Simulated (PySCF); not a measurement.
PySCF 2.14.0, unrestricted TPSSH/def2-svp, df: O=C(C=C(O)[C](F)F)C(F)(F)F, charge 0, multiplicity 2, 14 atoms. The geometry is a generated start, not checked to be a minimum at this level.

```json
{
  "task": "energy",
  "method": "tpssh",
  "basis": "def2-svp",
  "two_electron_scheme": "density fitting",
  "mol.max_memory": "3000 MB",
  "mf.max_cycle": "100",
  "mf.conv_tol": "1e-09 (default)",
  "mf.grids.level": "3 (default)",
  "basis_functions": "178",
  "grid_points": "189680"
}
```

```xyz
14

O     -0.5854    -1.7618     0.7535
C     -0.8714    -0.6549     0.3059
C      0.0538     0.3233    -0.1327
C      1.4347     0.0607    -0.0454
O      1.9231    -1.0631     0.4624
C      2.3465     1.0015    -0.5013
F      2.0002     2.1457    -1.0466
F      3.6476     0.8562    -0.4572
C     -2.3552    -0.2398     0.1656
F     -2.7068    -0.1597    -1.1290
F     -3.1855    -1.0891     0.7584
F     -2.5718     0.9770     0.6946
H     -0.2929     1.2612    -0.5298
H      1.1631    -1.6573     0.7018
```

Charge 0 and multiplicity 2 are set for this test and not shown to be the ground state.

With the defaults (mf.DIIS = CDIIS, mf.diis = true, mf.diis_space = 8, mf.level_shift = 0, mf.damp = 0, mf.diis_start_cycle = 1, mf.init_guess = minao) it converges in 18 Fock builds. One run each on 2 threads, 1 BLAS thread, with these changes:
- mf.level_shift = 0.3 Hartree
- mf.DIIS = EDIIS
- mf.damp = 0.7, mf.diis_start_cycle = 8
- mf.damp = 0.3, mf.diis_start_cycle = 4
- mf.diis_space = 3
- mf.diis = false
- mf.init_guess = mod_huckel
- mf.diis_space = 20
- mf.diis_space = 5

Task: Which runs fail or end elsewhere than the default run?

Result: No convergence: mf.DIIS = EDIIS; mf.diis = false (the run ends without SCF convergence in 100 cycles). The rest reach the solution of the defaults.

```csv
setting,Fock builds,end
the defaults,18,same solution
mf.diis_space = 20,18,same solution
"mf.damp = 0.7, mf.diis_start_cycle = 8",19,same solution
mf.diis_space = 5,22,same solution
mf.init_guess = mod_huckel,22,same solution
mf.level_shift = 0.3 Hartree,23,same solution
"mf.damp = 0.3, mf.diis_start_cycle = 4",26,same solution
mf.diis_space = 3,39,same solution
mf.DIIS = EDIIS,101,no convergence
mf.diis = false,101,no convergence
```
